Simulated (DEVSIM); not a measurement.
Structure: abrupt Ge n-p junction, at 300 K.

Layer 1 from the left is Ge, thickness (μm) 0.240, Nd (cm⁻³) 5e17, τn (s) 2.9e-5, τp (s) 2.9e-5. Layer 2 from the left is Ge, thickness (μm) 15.0, Na (cm⁻³) 3.2e15, τn (s) 2.9e-5, τp (s) 2.9e-5.

Left contact: ohmic. Right contact: ohmic. Voltage is applied to the left contact. Recombination: SRH at mid-gap, Auger. Mobility is constant in doping.

Constants are typed, rounded textbook-type inputs, not results; the design itself was drawn at random and stands for no fabricated device. Values at 300 K.

Ge: gap (eV) 0.664, affinity (eV) 4, permittivity 16, Nc (cm⁻³) 1.04e19, Nv (cm⁻³) 6e18, μn (cm²/Vs) 3900, μp (cm²/Vs) 1900, Cn (cm⁶/s) 1e-31, Cp (cm⁶/s) 1e-31.

DEVSIM, 1D drift-diffusion, Boltzmann statistics, complete ionisation; no tunnelling, impact ionisation, image-force lowering or self-heating.

Dark forward current:

| |V| (V) | |J| (A/cm²) |
|---|---|
| 0.05 | 0.01064 |
| 0.10 | 0.08393 |
| 0.15 | 0.5847 |
| 0.20 | 3.847 |
| 0.25 | 21.24 |
| 0.30 | 82.71 |
| 0.35 | 225.4 |
| 0.40 | 475.0 |
| 0.45 | 844.8 |
| 0.50 | 1341 |
| 0.55 | 1967 |
| 0.60 | 2722 |

**Question.** Work out the local ideality factor n = ΔV / (kT/q · ln(J2/J1)) between the rows 0.15 and 0.20 V, 0.55 and 0.60 V.

**Answer.** kT/q = 25.85 mV. From 0.15 to 0.20 V: ln(3.847/0.5847) = 1.884, n = 1.03, near the 1 of diffusion or emission over a barrier. From 0.55 to 0.60 V: ln(2722/1967) = 0.325, n = 5.95.

**Question.** Estimate the current at 0.15 V from the Shockley equation with J0 = Σ q ni² D/(N L) coth(W/L), τ joining the SRH, radiative and Auger lifetimes that are on, and W taken as the whole layer.

**Answer.** ni² = 4.36e26 cm⁻⁶; holes in the n layer: μ = 1900 cm²/Vs, D = 49.1 cm²/s, τ = 1.68e-5 s, L = 287 μm, W/L = 0.00084, term 0.000286 A/cm²; electrons in the p layer: μ = 3900 cm²/Vs, D = 101 cm²/s, τ = 2.90e-5 s, L = 541 μm, W/L = 0.028, term 0.00147 A/cm². J0 = 0.00175 A/cm², and J = J0 exp(qV/kT) = 0.581 A/cm². The simulation gives 0.585 A/cm², the same within the digits that matter. The estimate leaves out recombination in the depletion region and that region's share of W.
